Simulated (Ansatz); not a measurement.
SnTe: response to strain

Take SnTe in the rock salt structure (space group Fm-3m, No. 225; a = 6.370 Å) as the base.

Strains are applied to the cell and any free atomic positions relax.

Level of theory: r2SCAN in Ansatz (plane waves to 500 eV, PAW, no spin-orbit coupling).

```tsv
isotropic strain (%)	pressure (GPa)
-1.05	1.5
0	0.0
0.17	-0.2
1.05	?
5.85	-5.2
```

Problem. Fit P = P₀ − Bδ + Cδ² with δ = (1 + ε)³ − 1 to the rows shown and predict the withheld row.

Solution. Least squares on the printed values gives P₀ = 0.0 GPa, B = 44.8 GPa, C = 90.2 GPa (largest residual 0.0 GPa); this predicts -1.3 GPa, and the run gives -1.3 GPa, in agreement.

Whether these cells are dynamically stable was not tested. All final runs are without spin polarisation.

Ansatz is a quantum-chemistry and plane-wave program.
